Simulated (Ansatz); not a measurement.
**Pressure series in Sn**

Start from Sn in the diamond structure (space group Fd-3m, No. 227; a = 6.567 Å).

Cell and atoms are relaxed at each pressure.

Calculations: r2SCAN in Ansatz (plane waves to 500 eV, PAW, spin-orbit coupling left out).

Notes on the quantities. enthalpy: H = E + PV relative to the base's energy.

| case | shortest interatomic distance | enthalpy |
|---|---|---|
| base | 2.843 Å | – |
| pressure −2 GPa | 2.895 Å | -0.45 eV/atom |
| pressure −1 GPa | 2.867 Å | -0.22 eV/atom |
| pressure 3 GPa | 2.787 Å | +0.64 eV/atom |
| pressure 7 GPa | 2.730 Å | +1.45 eV/atom |
| pressure 15 GPa | 2.651 Å | +2.94 eV/atom |
| pressure 30 GPa | 2.553 Å | +5.47 eV/atom |
| pressure 50 GPa | 2.467 Å | +8.50 eV/atom |
| pressure 75 GPa | 2.393 Å | +11.94 eV/atom |
| pressure 100 GPa | 2.337 Å | +15.11 eV/atom |

Load acts through the strain it causes; cell and atoms are relaxed under it. Whether these cells are dynamically stable was not tested. Tetrahedral semiconductors of this kind turn to denser phases somewhere between about 1 and 50 GPa; those were not computed, so compressed cells here can lie past the real transition.

Ansatz is a quantum-chemistry and plane-wave program.
